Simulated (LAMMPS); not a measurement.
Simulation of a melt made from Ni (fcc), 4000 atoms, at 2160 K and 0 GPa, brought to that temperature within a few picoseconds.

Model: classical MD, pair style eam/alloy, file CuNi.eam.alloy, run in LAMMPS.

Give number structure factor against q (1/Å) as the simulation yields it.

State found: liquid.
```
q (1/Å)  number structure factor
-------  -----------------------
0.6800                     0.032
0.8800                     0.036
1.080                      0.040
1.280                      0.056
1.480                      0.079
1.680                      0.106
1.880                      0.157
2.080                      0.231
2.280                      0.360
2.480                      0.667
2.680                       1.21
2.880                       1.77
3.080                       1.96
3.280                       1.71
3.480                       1.27
3.680                      0.943
3.880                      0.774
4.080                      0.700
4.280                      0.683
4.480                      0.716
4.680                      0.786
4.880                      0.883
5.080                      0.991
5.280                       1.09
5.480                       1.16
5.680                       1.19
5.880                       1.17
6.080                       1.12
6.280                       1.05
6.480                      0.984
6.680                      0.934
6.880                      0.905
7.080                      0.898
7.280                      0.911
7.480                      0.940
7.680                      0.975
7.880                       1.01
8.080                       1.04
8.280                       1.06
8.480                       1.06
8.680                       1.05
8.880                       1.03
9.080                       1.01
9.280                      0.993
9.480                      0.978
9.680                      0.970
9.880                      0.968
10.08                      0.972
10.28                      0.980
10.48                      0.991
10.68                       1.00
10.88                       1.01
11.08                       1.02
11.28                       1.02
11.48                       1.02
11.68                       1.01
11.88                       1.01
```
